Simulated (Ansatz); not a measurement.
How far PBE and r2SCAN part for NiSi2, pressure 75 GPa

The reference is NiSi₂ (space group Fm-3m, No. 225; a = 5.445 Å; non-magnetic).

(Cell as relaxed with PBE.)

Levels (all Ansatz, a first-principles code, PAW): PBE (420 eV, spin-orbit coupling left out); r2SCAN (500 eV, no spin-orbit coupling).

Each level relaxes its own structure.

```csv
base,PBE,r2SCAN
volume per atom,13.45 Å³,13.03 Å³
lattice parameter a,5.445 Å,5.387 Å
band gap,zero,zero
```

The change: a hydrostatic pressure of 75 GPa.

```csv
quantity,PBE,r2SCAN
shortest interatomic distance,2.152 Å,2.143 Å
band gap,zero,zero
```

PBE's shortest interatomic distance lies 0.009 Å above r2SCAN's (0.4 %); the two agree on the band gap. Neither level is exact; r2SCAN is the comparison here, not a measurement.

Load acts through the strain it causes; cell and atoms are relaxed under it. No phonon test of stability was made. Competing high-pressure phases were not computed. Seeded moments were not kept for the base. The final runs are not spin-polarised.
